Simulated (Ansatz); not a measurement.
Given:

```
InP
1.0
    4.14866     0.00000     0.00000
   -2.07433     3.59284     0.00000
    0.00000     0.00000     6.81004
In P
2 2
Cartesian
  2.07433   1.19761   6.80926
  0.00000   2.39523   3.40424
  2.07433   1.19761   4.25841
  0.00000   2.39523   0.85339
```

No spin polarisation.

A single point on InP, its geometry relaxed with PBEsol.

All numbers come from r2SCAN in Ansatz (plane waves to 500 eV, PAW, no spin-orbit coupling). k-mesh 9×9×5 (Γ-centred); smearing 0.05 eV (Fermi–Dirac).

Problem. What is the computed electron mass?

Solution. 0.076 mₑ along c, 0.091 mₑ across (at Γ).

Problem. What is the computed pressure?

Solution. 10.6 kbar.

Problem. What is the computed gap character?

Solution. Direct at Γ.

Single points use the geometry relaxed with PBEsol. Effective masses come from finite differences of ±0.01 Å⁻¹. Whether these cells are dynamically stable was not tested. The cell is InP in the wurtzite structure (space group P6_3mc, No. 186; a model cell, its experimental status unchecked). This is not the structure that InP has at room temperature and ambient pressure.

Ansatz is a quantum-chemistry and plane-wave program.
